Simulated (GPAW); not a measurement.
Worked example: self-consistent single point of Ba (P4/mmm, 1 atom in the cell) in GPAW.

Method: LDA (Perdew-Wang 92), GPAW PAW datasets LDA (gpaw-data 1.0.1) (plane waves; GPAW).

```
Ba
1.0
    3.99965     0.00000     0.00000
    0.00000     3.99965     0.00000
    0.00000     0.00000     3.60554
Ba
1
Direct
  0.50000   0.50000   0.50000
```

Reference input (self-consistent single point, DFT LDA (Perdew-Wang 92), plane waves, GPAW PAW datasets LDA (gpaw-data 1.0.1)): mode = pw; ecut = 550 eV; xc = LDA; kpts = 6 6 6; mesh shift (steps) = 0 0 0; occupations.name = methfessel-paxton; occupations.width = 0.1 eV; occupations.order = 1; nbands = -7; convergence.density = 1e-05 e/electron; symmetry.symmorphic = false; symmetry.tolerance = 0.0005. This run's input differs from it in these lines:

```diff
@@ -14,3 +14,3 @@
             kpts={'size': (6, 6, 6), 'gamma': True},
-            occupations={'name': 'methfessel-paxton', 'width': 0.1, 'order': 1},
+            occupations={'name': 'fermi-dirac', 'width': 0.3},
             nbands=-7,
```

Output, abridged:

```
     iter     time        total  log10-change:
                         energy   eigst   dens
iter:   1 --:--:--    -0.979939
iter:   2 --:--:--    -1.990862   -0.31  -1.17
iter:   3 --:--:--    -2.125938   -1.40  -1.15
iter:   4 --:--:--    -1.870576   -1.54  -1.11
iter:   5 --:--:--    -1.867461   -3.54  -1.72
iter:   6 --:--:--    -1.867921c  -3.10  -1.78
iter:   7 --:--:--    -1.863801c  -4.15  -1.92
iter:   8 --:--:--    -1.864271c  -4.97  -2.20
iter:   9 --:--:--    -1.863708c  -4.98  -2.48
iter:  10 --:--:--    -1.863574c  -6.00  -3.30
iter:  11 --:--:--    -1.863799c  -5.93  -3.19
iter:  12 --:--:--    -1.863774c  -8.19c -4.06
iter:  13 --:--:--    -1.863766c  -8.76c -4.44
iter:  14 --:--:--    -1.863779c  -8.47c -4.49
iter:  15 --:--:--    -1.863766c  -8.62c -4.51
iter:  16 --:--:--    -1.863768c -10.15c -4.70
iter:  17 --:--:--    -1.863773c  -9.13c -4.78
iter:  18 --:--:--    -1.863771c -10.27c -4.97
iter:  19 --:--:--    -1.863771c -10.55c -5.08c
Converged after 19 iterations.

Dipole moment: (0.000000, 0.000000, -0.000000) |e|*Ang

Energy contributions relative to reference atoms: (reference = -221107.773552)

Kinetic:         -0.275541
Potential:       +3.400259
External:        +0.000000
XC:              -4.689715
Entropy (-ST):   -0.500842
Local:           -0.048353
SIC:             +0.000000
--------------------------
Free energy:     -2.114192
Extrapolated:    -1.863771

Showing only first 2 kpts
 Kpt  Band  Eigenvalues  Occupancy
  0     3     -8.11752    2.00000
  0     4      2.72165    1.99962
  0     5      5.24522    1.07576
  0     6      5.27125    1.03251

  1     3     -8.45417    2.00000
  1     4      3.19380    1.99816
  1     5      5.46604    0.71591
  1     6      6.02109    0.16117

Fermi level: 5.29076

No gap
No difference between direct/indirect transitions
Energy (eV): -1.863771

Forces in eV/Ang:
  0 Ba    0.00000    0.00000    0.00000

Stress tensor:
     0.007675     0.000000     0.000000
     0.000000     0.007675     0.000000
     0.000000     0.000000    -0.009717
Stress (GPa, Voigt): [ 1.2296  1.2296 -1.5568  0.      0.      0.    ]
```

The run converged in 19 iterations. GPAW prints stress with tension positive. Against the reference run the free energy drops by 241 meV/atom and the pressure goes from -0.94 to -0.30 GPa.

The starting cell comes from a database of computed structures (which also holds hypothetical and non-ambient phases and stackings), without a prior relaxation at this level.
